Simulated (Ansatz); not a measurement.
Formation energy of Zn_Cu in Cu (fcc, Fm-3m): levels of theory

We look at the formation energy of Zn_Cu in Cu (fcc, Fm-3m). Reaction: Zn (hcp) + 31 Cu (fcc) → cell A.

A: a supercell of 32 sites of Cu (fcc, Fm-3m) with Zn on a Cu site (12 Cu at 2.58 Å); spin state with PBE: run without spin.

Ansatz (a program for electronic structure) with PAW potentials; structures come from PBE relaxations, nuclei static, no net charge. Ansatz runs with its PAW set soft_1. Other levels take these structures. The lattices are those relaxed with PBE, so at other levels the solids can be strained, which adds to the spread. Larger cells are relaxed from a start prepared with the learned potential CHGNet, on a coarser mesh till forces fall under 0.03 eV/Å, which some starts already meet. A dispersion term (D3(BJ), or D4 for r2SCAN) was computed beside these levels and is taken off wherever the name lacks it. Mesh and cell size may move defect energies by 0.1 eV or more. Cell A has symmetry Pm-3m within 0.02 Å and got no random move, so less symmetric positions, which may lie lower, weren't tried.

```json
[
 {"Method": "PBE", "value (eV)": "-0.31"},
 {"Method": "PBE+D3(BJ)", "value (eV)": "…"},
 {"Method": "LDA", "value (eV)": "…"},
 {"Method": "PBEsol", "value (eV)": "-0.44"},
 {"Method": "RPBE", "value (eV)": "-0.24"},
 {"Method": "r2SCAN+D4", "value (eV)": "-0.44"}
]
```

**Question.** What belongs in the gaps?

**Answer.** 
- PBE+D3(BJ), value (eV): -0.42
- LDA, value (eV): -0.52

The levels shown span 0.28 eV, from LDA (-0.52) to RPBE (-0.24).

Rough cost of one single point on Cu (fcc), against PBEsol's on the same shared machine and with each level's own mesh and cutoff: r2SCAN about 2 times.
